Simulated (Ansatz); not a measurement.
System: interstitial Li in anatase TiO2 (charge state +1). Computed with PBE, PAW (plane waves to 420 eV; Ansatz, an electronic-structure program).

108-site cell at the relaxed PBE lattice, the Γ point alone, smearing 0.01 eV, spin-restricted, no finite-size correction. Energies are static. The charge state is imposed; whether it is stable for some Fermi level was not computed. Sites that were not tried may lie lower.

Barriers: single points on a 2×2×2 k-point mesh shifted by half a step at the bands' geometries.

Relaxed starting cell (atoms counted from 1):

```xyz
109
Lattice="11.3963 0.0000 0.0000 0.0000 11.3963 0.0000 0.0000 0.0000 9.7007" Properties=species:S:1:pos:R:3 pbc="T T T"
Ti     0.0035     1.8941     2.4148
Ti     0.0026     5.6951     2.4128
Ti     0.0017     9.4968     2.4149
Ti     3.7991     1.8926     2.4365
Ti     3.7807     5.6956     2.4356
Ti     3.7979     9.4971     2.4371
Ti     7.6043     1.8936     2.4363
Ti     7.6211     5.6926     2.4374
Ti     7.6020     9.4965     2.4370
Ti     0.0036    -0.0027    -0.0071
Ti     0.0049     3.7956    -0.0017
Ti     0.0021     7.5955    -0.0021
Ti     3.8010    -0.0027    -0.0138
Ti     3.7502     3.7433    -0.0067
Ti     3.7475     7.6475    -0.0077
Ti     7.6017     0.0002    -0.0125
Ti     7.6548     3.7464    -0.0081
Ti     7.6523     7.6491    -0.0049
O      0.0066     1.8998     0.4061
O      0.0033     5.6956     0.4145
O      0.0006     9.4909     0.4060
O      3.8180     1.8923     0.4001
O      3.8624     5.6955     0.4074
O      3.8160     9.4981     0.4029
O      7.5768     1.8935     0.4035
O      7.5362     5.6947     0.4073
O      7.5840     9.4990     0.4012
O      1.8985     1.8912     2.8364
O      1.8964     5.6945     2.8382
O      1.8985     9.5015     2.8362
O      5.7005     1.9045     2.8324
O      5.7006     5.6918     2.8129
O      5.7010     9.4908     2.8332
O      9.5036     1.8879     2.8356
O      9.5059     5.6951     2.8378
O      9.5034     9.5032     2.8360
O      0.0032    -0.0028     1.9973
O      0.0014     3.7954     2.0037
O      0.0035     7.5960     2.0042
O      3.7940    -0.0016     1.9994
O      3.7722     3.7910     1.9980
O      3.7738     7.5986     2.0006
O      7.6111    -0.0029     1.9994
O      7.6366     3.7924     2.0016
O      7.6290     7.5992     1.9993
O      0.0023     1.8987     4.4308
O      0.0028     5.6977     4.4372
O      0.0027     9.4908     4.4305
O      3.8016     1.8983     4.4254
O      3.8032     5.6939     4.4267
O      3.8016     9.4949     4.4259
O      7.6001     1.8975     4.4244
O      7.5978     5.6992     4.4263
O      7.6003     9.4902     4.4252
Ti     1.8985    -0.0032     7.2716
Ti     1.9006     3.7914     7.2488
Ti     1.8990     7.5982     7.2492
Ti     5.7005    -0.0029     7.2737
Ti     5.7009     3.7756     7.2512
Ti     5.7017     7.6154     7.2513
Ti     9.5017    -0.0014     7.2717
Ti     9.5044     3.7935     7.2483
Ti     9.5013     7.5998     7.2496
Ti     1.8937     1.8890     4.8428
Ti     1.8930     5.6967     4.8506
Ti     1.8944     9.5037     4.8427
Ti     5.7011     1.8900     4.8365
Ti     5.6995     5.6972     4.8438
Ti     5.7017     9.5044     4.8372
Ti     9.5071     1.8879     4.8422
Ti     9.5078     5.6966     4.8506
Ti     9.5084     9.5029     4.8429
O      1.9032    -0.0024     5.2546
O      1.9036     3.7969     5.2617
O      1.9071     7.5951     5.2621
O      5.7032    -0.0018     5.2501
O      5.7046     3.7989     5.2612
O      5.6982     7.5925     5.2602
O      9.4952    -0.0030     5.2550
O      9.4950     3.7962     5.2607
O      9.4961     7.5954     5.2616
O      0.0024    -0.0013     7.6882
O      0.0023     3.7841     7.6867
O      0.0031     7.6085     7.6867
O      3.8009    -0.0009     7.6840
O      3.7981     3.7634     7.6854
O      3.7970     7.6275     7.6878
O      7.6014    -0.0012     7.6830
O      7.6046     3.7667     7.6890
O      7.6040     7.6280     7.6873
O      1.8955     1.8926     6.8497
O      1.9056     5.6958     6.8545
O      1.8934     9.4989     6.8498
O      5.7000     1.8916     6.8492
O      5.7009     5.6957     6.8726
O      5.7010     9.5006     6.8489
O      9.5075     1.8930     6.8494
O      9.4975     5.6954     6.8534
O      9.5086     9.4991     6.8504
O      1.9045    -0.0051     9.2804
O      1.8986     3.8196     9.2832
O      1.8979     7.5723     9.2854
O      5.7011    -0.0049     9.2728
O      5.6998     3.8617     9.2810
O      5.7005     7.5308     9.2808
O      9.4968     0.0004     9.2806
O      9.5039     3.8162     9.2855
O      9.5030     7.5696     9.2840
Li     5.7001     5.6960     0.0014
```
Cell charge +1.

End state 1 differs by these moves (Å; atoms that move under 0.08 Å are left out):

```
atom  element     Δx     Δy    Δz
----  -------  -----  -----  ----
23          O  -0.10   0.00  0.01
26          O   0.10   0.01  0.01
41          O   0.09   0.01  0.01
44          O  -0.10   0.00  0.01
109        Li   0.00  -1.90  2.42
```

**Question.** What is the computed forward and backward barriers to end state 1 (PBE, PAW)?

**Answer.** forward 0.52 eV, backward 0.52 eV; at the saddle point atom 109 has neighbours 2 O at 1.90, 3 O at 2.16, O at 2.16 Å. The saddle point's order was not checked, and it lies on a symmetry element of the cell, where a band can be held.
